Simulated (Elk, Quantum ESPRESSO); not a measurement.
A Quantum ESPRESSO input for a self-consistent single point of LuCuSe₂ (P3m1, 4 atoms in the cell) (DFT, PBEsol, plane waves, PSlibrary ultrasoft (PBE) pseudopotentials):

```fortran
&control
 calculation = 'scf'
 prefix = 'run'
 outdir = './out'
 pseudo_dir = './'
 tprnfor = .true.
 tstress = .true.
/
&system
 ibrav = 4
 A = 4.0104084575
 C = 6.3495840000
 nat = 4
 ntyp = 3
 ecutwfc = 50
 ecutrho = 400
 occupations = 'fixed'
 nbnd = 21
 input_dft = 'pbesol'
/
&electrons
 conv_thr = 1.0d-10
 mixing_beta = 0.7
/
ATOMIC_SPECIES
Lu   174.9668  Lu.pbe-spdn-rrkjus_psl.1.0.0.UPF
Cu    63.5460  Cu.pbe-dn-rrkjus_psl.1.0.0.UPF
Se    78.9710  Se.pbe-n-rrkjus_psl.1.0.0.UPF
ATOMIC_POSITIONS crystal
Lu    0.0000000000    0.0000000000    0.7985100000
Cu    0.6666666667    0.3333333333    0.1885100000
Se    0.3333333333    0.6666666667    0.0649000000
Se    0.6666666667    0.3333333333    0.5672800000
K_POINTS automatic
6 6 4  0 0 0
```

Q: Give the Elk input for the same structure, mesh, smearing and functional.

A: This is the input that was run; spellings and numerical settings could be chosen otherwise.

```
tasks
  0

xctype
  22

rgkmax
  8.0

gmaxvr
  16.0

nxlo
  2

lorbcnd
  .true.

rmtscf
  0.91

lmaxi
  2

stype
  0

swidth
  0.0001

maxscl
  100

scale
  7.578573633

avec
    1.0000000000   -0.0000000265    0.0000000000
   -0.4999999771    0.8660254170    0.0000000000
    0.0000000000    0.0000000000    1.5832761344

atoms
  3
  'Lu.in'
  1
  0.0000000000  0.0000000000  0.7985100000    0.0 0.0 0.0
  'Cu.in'
  1
  0.6666666667  0.3333333333  0.1885100000    0.0 0.0 0.0
  'Se.in'
  2
  0.3333333333  0.6666666667  0.0649000000    0.0 0.0 0.0
  0.6666666667  0.3333333333  0.5672800000    0.0 0.0 0.0

ngridk
  6 6 4
```

Basis, cutoffs, solver keys and any potentials are the target program's own. This input uses DFT, PBEsol, all-electron FP-LAPW, Elk's shipped species files, APW+lo basis with extra local orbitals.

The starting cell comes from a database of computed structures (which also holds hypothetical and non-ambient phases and stackings), without a prior relaxation at this level. Its lattice was rescaled by a random factor within 2.5 % of one. For this run, on top of that: lattice scaled by 0.98.
